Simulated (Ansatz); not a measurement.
System: CaZrN₂ (model structure, started from the beta NaFeO2 type, Pna2₁, No. 33, 16 atoms in the cell). Method: LDA in Ansatz (PAW).

Numerical settings: plane-wave cutoff 520 eV, 6×4×8 k mesh (along the axes of the cell as run), Fermi–Dirac smearing 0.01 eV, scalar-relativistic PAW data made under PBE.

Cell (relaxed with PBEsol):

```
CELL_PARAMETERS angstrom
      6.49259     0.00000     0.00000
      0.00000     8.06549     0.00000
      0.00000     0.00000     4.66059
ATOMIC_POSITIONS crystal
  Ca 0.07444 0.61914 0.94289
  Ca 0.92556 0.38086 0.44289
  Ca 0.57444 0.88086 0.94289
  Ca 0.42556 0.11914 0.44289
  Zr 0.06953 0.12691 0.95021
  Zr 0.93047 0.87309 0.45021
  Zr 0.56953 0.37309 0.95021
  Zr 0.43047 0.62691 0.45021
  N  0.06461 0.10772 0.42810
  N  0.93539 0.89228 0.92810
  N  0.56461 0.39228 0.42810
  N  0.43539 0.60772 0.92810
  N  0.10624 0.65377 0.43880
  N  0.89376 0.34623 0.93880
  N  0.60624 0.84623 0.43880
  N  0.39376 0.15377 0.93880
```

Estimate the band gap that the calculation returns.


- band gap = 1.10 eV

Note: the relaxation could raise the start's symmetry but not lower it, so the cell can be a saddle point; cell and atoms aren't relaxed at this level (largest force component 0.05 eV/Å, pressure -3.6 GPa).

Spin–orbit coupling is not included.

The result took about 4 core-minutes (a rough figure).

A model structure was made by putting elements into a prototype or built by hand; it is no filed structure, need not be a known phase, and can be a saddle point held by its symmetry.

Ansatz is an electronic-structure program.
